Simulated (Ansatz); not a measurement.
## Mo, response to strain

The parent structure is Mo in the bcc (W type) structure (space group Im-3m, No. 229; a = 3.1296 Å). Axes: x, y, z lie along the cube axes.

Strains are applied to the cell and any free atomic positions relax; under biaxial strain the out-of-plane vector relaxes too.

Level of theory: Ansatz (an electronic-structure program) PBEsol, scalar-relativistic without spin-orbit coupling.

Candidates:
(a) biaxial strain +2.77 %, plane normal [001], relaxed out of plane
(b) biaxial strain −2.69 %, plane normal [001], relaxed out of plane
(c) tensor shear ε_xz = −0.74 %
(d) biaxial strain +4.93 %, plane normal [110], relaxed out of plane
(e) isotropic strain +3.31 %

Notes on the quantities. energy relative to the base: free energy F.

Task: Order them by energy relative to the base, lowest first.

Result: (c) tensor shear ε_xz = −0.74 % (+1.1 meV/atom), (a) biaxial strain +2.77 %, plane normal [001], relaxed out of plane (+37 meV/atom), (b) biaxial strain −2.69 %, plane normal [001], relaxed out of plane (+39 meV/atom), (d) biaxial strain +4.93 %, plane normal [110], relaxed out of plane (+89 meV/atom), (e) isotropic strain +3.31 % (+119 meV/atom)

Without a gap, meshes like the base's 21×21×21 leave anisotropic stresses uncertain by several tenths of a GPa, and small strain energies with them. Stability against distortions was not tested. All final runs are without spin polarisation.
